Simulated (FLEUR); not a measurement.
Input and output of a self-consistent single point for NiB₂W₂ (Immm, 5 atoms in the cell) (FLEUR).

Method: FLEUR with LDA (Perdew-Zunger), all-electron FLAPW (FLEUR), scalar-relativistic valence.

The change in words: lattice scaled by 0.98. Reference geometry:
```
CELL_PARAMETERS angstrom
     -1.57135     2.23844     3.47838
      1.57135    -2.23844     3.47838
      1.57135     2.23844    -3.47838
ATOMIC_POSITIONS crystal
  Ni 0.00000 0.00000 0.00000
  B  0.70381 0.50000 0.20381
  B  0.29619 0.50000 0.79619
  W  0.70059 0.20059 0.50000
  W  0.29941 0.79941 0.50000
```

Reference input (self-consistent single point, DFT, LDA (Perdew-Zunger), all-electron FLAPW (FLEUR), scalar-relativistic valence): Kmax = 4.1 1/bohr; GmaxXC = 16.4 1/bohr; xcFunctional = pz; jspins = 1; l_soc = F; mode = hist; fermiSmearingEnergy = 0.00367493 Htr; mesh (inpgen div1-3) = 8 8 8; inpgen gamma flag = true; Gmax = 16.4 1/bohr; numbands = 0; maxIterBroyd = 25. This run's input differs from it in these lines:

```diff
@@ -3,5 +3,5 @@
 &input film=f /
--2.9694135870 4.2300442156 6.5731779985
-2.9694135870 -4.2300442156 6.5731779985
-2.9694135870 4.2300442156 -6.5731779985
+-2.9100251641 4.1454430667 6.4417135314
+2.9100251641 -4.1454430667 6.4417135314
+2.9100251641 4.1454430667 -6.4417135314
 1.0
@@ -47,5 +47,5 @@
          <bravaisMatrix>
-            <row-1>   -2.9694135870000000     4.2300442156000004     6.5731779985000003</row-1>
-            <row-2>    2.9694135870000000    -4.2300442156000004     6.5731779985000003</row-2>
-            <row-3>    2.9694135870000000     4.2300442156000004    -6.5731779985000003</row-3>
+            <row-1>   -2.9100251640999999     4.1454430667000004     6.4417135313999996</row-1>
+            <row-2>    2.9100251640999999    -4.1454430667000004     6.4417135313999996</row-2>
+            <row-3>    2.9100251640999999     4.1454430667000004    -6.4417135313999996</row-3>
          </bravaisMatrix>
```

Output, abridged:

```
 Iteration:     1   Distance:      21.38684147 me/bohr^3
 Iteration:     2   Distance:      18.05091389 me/bohr^3
 Iteration:     3   Distance:      12.59940756 me/bohr^3
 Iteration:     4   Distance:       8.03935658 me/bohr^3
 Iteration:     5   Distance:       6.49801335 me/bohr^3
   [... 11 lines left out ...]
 Iteration:    17   Distance:       0.00023032 me/bohr^3
 Iteration:    18   Distance:       0.00001222 me/bohr^3
 Iteration:    19   Distance:       0.00001930 me/bohr^3
 Iteration:    20   Distance:       0.00000074 me/bohr^3
 Reset of history
 Run finished successfully
 Stop message:
   Structural relaxation: new displacements generated

[file out, last iteration]
             iter=     21
[...]
          total density-effective poten   -5.8618557201E+04
          total charge density-energy d   -7.0108586233E+02
 Updated energy parameters for spin:           1
[...]
 fermi energy and band-weighting factors:

[...]
FERMIE:
          first approx. to ef    (T=0)  :   0.672233 htr   (energy of the highest occ. eigenvalue)
          number of occ. states  (T=0)  :       2376
          first approx. to seigv (T=0)  : -13.419896 htr
          sum of weights of occ. states :  25.000000
          sum of semicore charge        :   0.000000 e
FERHIS:  Fermi-Energy by histogram:
          bandgap                     :   0.001061 htr
   [... lines left out ...]
          charge neutrality (T=0)     :   0.000000    (zero if the highest occ. eigenvalue is "entirely" occupied)
     EF_NEWTON:  Adjust Fermi-Energy by Newton-Method.
 Direct bandgap for spin            1 :    7.6725437531584006E-003  Htr
 ---->    free energy=                    -33881.2000716838 htr
   [... lines left out ...]
 TOTAL FORCE FOR ATOM TYPE=  1  X=  0.000   Y=  0.000   Z=  0.000
                       FX_TOT= 0.000000 FY_TOT= 0.000000 FZ_TOT= 0.000000
 TOTAL FORCE FOR ATOM TYPE=  2  X=  2.910   Y= -2.456   Z=  0.000
                       FX_TOT= 0.000000 FY_TOT= 0.004120 FZ_TOT= 0.000000
 TOTAL FORCE FOR ATOM TYPE=  3  X=  2.910   Y=  0.000   Z= -3.857
                       FX_TOT= 0.000000 FY_TOT= 0.000000 FZ_TOT= 0.009069
```

The run converged in 20 iterations. FLEUR gives forces in its relaxation mode, with a further iteration, so its stop message speaks of a relaxation. Against the reference run the free energy rises by 76.0 meV/atom and the largest force goes from 0.171 to 0.466 eV/Å.

The starting cell comes from a database of computed structures (which also holds hypothetical and non-ambient phases and stackings), without a prior relaxation at this level. Its lattice was rescaled by a random factor within 2.5 % of one. For this run, on top of that: lattice scaled by 0.98. Spin-orbit coupling is off. Spin polarisation is off. Values depend on the basis (sphere radii, cutoffs, local orbitals), which need not be converged. The log's line on a gap gives a spacing of levels on this mesh, which the program prints for metals too.

Cost on one core of a shared machine: roughly 6 min.
